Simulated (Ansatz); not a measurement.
# Effect of uniaxial strain ε_zz = +2.25 % on ZnCu2SnS4

Take ZnCu₂SnS₄ (space group I-4, No. 82; a = 5.468 Å, c = 10.935 Å) as the base. Axes: x, y, z lie along a, b, c of the conventional cell.

Now apply this change: uniaxial strain ε_zz = +2.25 %, all other strain components held at zero, atoms relaxed at fixed cell.

Level of theory: DFT with PBE, PAW potentials and a 420 eV plane-wave cutoff in Ansatz (a quantum-chemistry and plane-wave program), no spin-orbit coupling. Settings: 9×9×9 k-points, 0.05 eV Fermi–Dirac smearing.

| quantity | base | changed | shift |
|---|---|---|---|
| volume per atom | 20.44 Å³ | 20.90 Å³ | +0.46 Å³ |
| shortest interatomic distance | 2.317 Å | 2.336 Å | +0.019 Å |
| energy relative to the base (free energy F) | 0 meV/atom | +2.9 meV/atom | +2.9 meV/atom |
| pressure (mean of the normal stresses, compression positive) | 0.0 GPa | -1.4 GPa | -1.4 GPa |
| band gap | zero | zero | – |
| stress (xx, yy, zz, yz, xz, xy; compression positive) (rough) | – | (-1.2, -1.2, -2.0, 0.0, 0.0, 0.0) GPa | – |

Final structure:

```
CELL_PARAMETERS angstrom
     -2.73414     2.73414     5.59053
      2.73414    -2.73414     5.59053
      2.73414     2.73414    -5.59053
ATOMIC_POSITIONS crystal
  Cu 0.00000 0.00000 0.00000
  Cu 0.75000 0.25000 0.50000
  Zn 0.25000 0.75000 0.50000
  Sn 0.50000 0.50000 0.00000
  S  0.37109 0.89513 0.00811
  S  0.10487 0.11298 0.47596
  S  0.88702 0.36298 0.99189
  S  0.63702 0.62891 0.52404
```

Cost of the whole job for the changed cell (relaxation, final SCF and bands): very roughly 7 core-minutes.

Without a gap, meshes like the base's 9×9×9 leave anisotropic stresses uncertain by several tenths of a GPa, and small strain energies with them. No phonon test of stability was made. All final runs are without spin polarisation. Gaps under 0.05 eV, about the width of the smearing, are given as zero. A zero or small gap of ZnCu2SnS4 can be the functional's error rather than a property of the material.
